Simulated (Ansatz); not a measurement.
ZrSi2 (Cmcm, No. 63) was calculated with r²SCAN in Ansatz (plane waves, PAW).

Total energies, extrapolated to zero smearing (they compare only within this program, potentials and cutoff):

```csv
system,energy (eV/atom)
"ZrSi2 (Cmcm, No. 63), relaxed",-1825.0481
hcp Zr,-4195.0245
diamond-structure Si,-639.0669
```

Work out the enthalpy of formation per atom.

ΔH_f ≈ ΔE = -1825.0481 − [1 × (-4195.0245) + 2 × (-639.0669)]/3 = -0.662 eV/atom (0 K, no vibrations). The reference value is -0.625 ± 0.02 eV/atom (measured, 298 K, copied from a table, unchecked, not corrected to a static lattice; as tabulated in Wang et al. (2021), doi:10.1038/s41598-021-94550-5), a difference of -0.037 eV/atom.

The PAW data were made under PBE.

Note: the relaxation could not lower the start's symmetry, so the cell can be a saddle point above a distorted one.

Ansatz is a first-principles code.
